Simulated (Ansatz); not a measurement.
Defect migration in crystalline InGaZnO4 (ordered Ga and Zn layers): interstitial Ga, charge state +3. The step: several atoms move together, Ga the farthest; the atom moves 1.56 Å along (-0.26, -0.53, -0.01) of the unit cell; the moving atom starts with neighbours O at 1.83, 3 O at 1.89 Å and ends with 2 O at 1.89, 2 O at 1.91 Å. DFT values are from Ansatz (plane-wave PAW, 420 eV unless said) in a cell of 189 host sites, spin-restricted, static, with no finite-size correction. The charge state is imposed; whether it is stable for some Fermi level was not computed. Sites that were not tried may lie lower. For the PBE band: the saddle point's order was not checked, and it lies on a symmetry element of the cell, where a band can be held.

| Level | Forward barrier (eV) | Cost of the band or of the saddle's single point |
|---|---|---|
| PBE, one k-point at (0.167, 0.250, 0.250), band relaxed | 0.86 | roughly 12 core-hours |
| PBE, a 2×2×2 k-point mesh shifted by half a step along c, same geometries | 0.86 | around 80 core-minutes (rough) |
| r2SCAN at 500 eV, one k-point at (0.167, 0.250, 0.250), same geometries | (withheld) | around 28 core-minutes (rough) |

Problem. Complete the blanks.

Solution. 
- r2SCAN at 500 eV, one k-point at (0.167, 0.250, 0.250), same geometries, Forward barrier (eV): 0.95

Ansatz is a first-principles code.
